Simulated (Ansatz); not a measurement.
Bond-angle distributions (per cent of the angles at each element, bins of 10°) of a relaxed model of amorphous Ir$_{17}$Ni$_{12}$Ta$_{19}$ at 16.60 g/cm³. Method: PBE, scalar-relativistic without spin-orbit coupling (plane waves to 420 eV, PAW; Ansatz, a first-principles code).

It comes from a melt-quench run on a machine-learned potential (CHGNet), relaxed afterwards by DFT. The hot cell started wider than the set density and was brought back towards it in steps. It is the lowest in DFT energy of 3 quenches. It is a model cell: composition and starting density were chosen by hand, and all elements were melted together. No dispersion term was used. Its density started from a set value of 16.84 and ended at 16.60 g/cm³. The simulated quench (nominally 180 K/ps over its main leg) is rapid and tends to freeze in more defects than a deposited or slowly cooled glass has. A cell of this size samples the disorder only roughly. Volume and shape were free in the relaxation. On a 2×2×2 Γ-centred mesh force components of up to 0.43 eV/Å stay, since the relaxation ran on one k-point at (1/4, 1/4, 1/4).

Bonds are counted up to Ir-Ir 3.26 Å, Ir-Ni 3.22 Å, Ir-Ta 3.44 Å, Ni-Ni 2.86 Å, Ni-Ta 3.24 Å, Ta-Ta 3.80 Å.

```csv
angle (°),at Ir,at Ni,at Ta
50-60,18,13,20
60-70,15,22,9
70-80,7,8,3
80-90,5,4,6
90-100,5,4,10
100-110,11,9,13
110-120,12,15,10
120-130,10,10,5
130-140,5,6,6
140-150,3,3,6
150-160,3,2,5
160-170,3,3,3
170-180,2,2,0
```

They go with these counts of neighbours within the cut-offs, cation contacts included: Ir mean 11.5, most often 11; Ni mean 10.2, most often 10; Ta mean 14.0, most often 14.
